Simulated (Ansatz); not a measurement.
The structure below was relaxed with r2SCAN/PAW in Ansatz (an electronic-structure program), no spin-orbit coupling, at pressure −1 GPa.

Space group Fm-3m (No. 225); a = b = c = 7.3434 Å, α = β = γ = 90.00°

```
atom  site  symmetry       x       y       z
----  ----  --------  ------  ------  ------
I       4a      m-3m  0.0000  0.0000  0.0000
K       4b      m-3m  0.5000  0.5000  0.5000
```

Problem. Write out a cell with all atoms.

Solution. 
```
KI
1.0
    7.34337     0.00000     0.00000
    0.00000     7.34337     0.00000
    0.00000     0.00000     7.34337
I K
4 4
Cartesian
  0.00000   0.00000   0.00000
  0.00000   3.67169   3.67169
  3.67169   0.00000   3.67169
  3.67169   3.67169   0.00000
  3.67169   0.00000   0.00000
  3.67169   3.67169   3.67169
  0.00000   0.00000   3.67169
  0.00000   3.67169   0.00000
```
This is the conventional cell.

Load acts through the strain it causes; cell and atoms are relaxed under it. Whether these cells are dynamically stable was not tested. The cell was made from KI in the rock salt structure (space group Fm-3m, No. 225) by this change: pressure −1 GPa.
